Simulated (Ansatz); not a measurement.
Effect of biaxial strain −0.82 %, plane normal [001], relaxed out of plane on TiAl

Base system: TiAl (space group P4/mmm, No. 123; a = 2.797 Å, c = 4.032 Å). Axes: x, y, z lie along a, b, c of the conventional cell.

Now apply this change: compressive biaxial strain of 0.82 % in the plane normal to [001], as in epitaxy on a mismatched substrate; the out-of-plane cell vector and the atoms relax.

Computed with PBEsol (Ansatz, a program for electronic structure; PAW; 420 eV plane waves; no SOC). Γ-centred 17×17×12 mesh, Fermi–Dirac width 0.05 eV.

* **Volume per atom**: 15.65 Å³ (base 15.78 Å³)
* **Shortest interatomic distance**: 2.774 Å (base 2.797 Å)
* **Pressure (mean of the normal stresses, compression positive)**: 1.0 GPa (base 0.0 GPa)
* **Band gap**: zero (base zero)
* **Out-of-plane strain**: +0.85 % (rough)
* **Mean in-plane stress (compression positive)**: +1.5 GPa (rough)

Final structure (turned so that z lies along the plane normal):

```
CELL_PARAMETERS angstrom
      2.77435     0.00000     0.00000
      0.00000     2.77435     0.00000
      0.00000     0.00000     4.06646
ATOMIC_POSITIONS crystal
  Al 0.50000 0.50000 0.50000
  Ti 0.00000 0.00000 0.00000
```

Without a gap, meshes like the base's 17×17×12 leave anisotropic stresses uncertain by several tenths of a GPa, and small strain energies with them. Stability against distortions was not tested. The final runs are not spin-polarised.
